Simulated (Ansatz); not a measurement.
Functionals compared on H2O on the 1x1 (0001) surface of corundum (cut with top plane Al), one in a 1x1 cell, started at the site 'hollow Al-O-O-O over O at depth 2.3 Å #2', in Ansatz (plane waves, PAW). The structure was relaxed with PBE; the other rows are single points on it, each with its references at the same level. Cutoff 420 eV (500 eV for r2SCAN). HSE06 used the coarser mesh 4x4x1.

Host crystal: corundum, with a band gap (PBE, scalar-relativistic without spin-orbit coupling).

Model: 23-atom slab, 6.7 Å thick at the start under the adsorbate (thin: gaps and levels are the slab's own), 6x6x1 mesh, Fermi-Dirac 0.01 eV, dipole correction, 9 atoms held, the rest relaxed; no symmetry held; no spin, no spin-orbit, no U, no dispersion correction. At the end it is bonded to Al. In PBE it is, or lies within 0.03 eV of, the lowest of the starts that converged. These notes are the PBE run's. Adsorption energies are against H2O(g). A negative adsorption energy means that the adsorbate is more stable on the surface than in its reference.

A dash marks a value that is undefined for that row or was read on another mesh.

```csv
functional,adsorption energy (eV),gap of the slab on its k-mesh (eV),highest filled level below the top vacuum level (eV),rough cost of the single point
PBE,-0.94,3.34,4.95,–
RPBE,-0.73,3.18,4.80,about 110 core-seconds (a rough figure)
r2SCAN,-1.13,4.09,5.23,around 2.8 core-minutes (rough)
HSE06,?,–,–,very roughly 24 core-minutes
```

Task: Fill in the missing entries.

Result: 
- HSE06, adsorption energy (eV): -0.98

Ansatz is an electronic-structure program.
